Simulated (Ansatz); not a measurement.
TaRu (Pm-3m, No. 221, 2 atoms in the cell; start mp-12110) was calculated with r²SCAN (Ansatz, a quantum-chemistry and plane-wave program, plane waves, PAW).

Numerical settings: plane-wave cutoff 560 eV, 18×18×18 k mesh, Fermi–Dirac smearing 0.05 eV, no spin polarisation, scalar-relativistic PAW data made under PBE.

Cell (relaxed at this level):

```yaml
crystal:
  lattice:
    - [3.15466, 0.00000, 0.00000]
    - [0.00000, 3.15466, 0.00000]
    - [0.00000, 0.00000, 3.15466]
  atoms:
    - { symbol: Ta, position: [0.50000, 0.50000, 0.50000] }
    - { symbol: Ru, position: [0.00000, 0.00000, 0.00000] }
```

Question: What does this level give for the bulk modulus B0?

Answer: 
* **bulk modulus B0**: 268 GPa

Note: the run has no spin polarisation, so it can have missed a magnetic state; the bulk modulus is −V dP/dV from two relaxed cells at ±2 % in volume; the relaxation could not lower the start's symmetry, so the cell can be a saddle point above a distorted one.

Spin–orbit coupling is not included.

The computed numbers hold no vibrational or temperature effects.

The result took very roughly 70 core-seconds.

A start named mp-… is a Materials Project structure, which need not be a measured phase.
